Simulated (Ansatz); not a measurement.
# Ba3AsN (Pm-3m, No. 221; start mp-1013734): smallest direct gap on the k points sampled by level of theory

No measured value is used here.

```csv
level (code),value (eV)
r²SCAN+SOC (Ansatz),0.07
HSE06+SOC (Ansatz),0.53
PBE0 (Ansatz),1.24
r²SCAN0 (Ansatz),1.40
```

Computed values are for a static lattice. Levels without +SOC have no spin–orbit coupling; where heavier elements are present it shifts gaps, mostly down, and can invert bands.  Values are at the PBEsol cell. Cutoffs and k meshes differ between the levels. Ansatz's density-functional and Hartree–Fock values are scalar-relativistic unless marked +SOC, with PAW data made under PBE.

A start named mp-… is a Materials Project structure, which can be a computed phase never made.

Ansatz is an electronic-structure program.
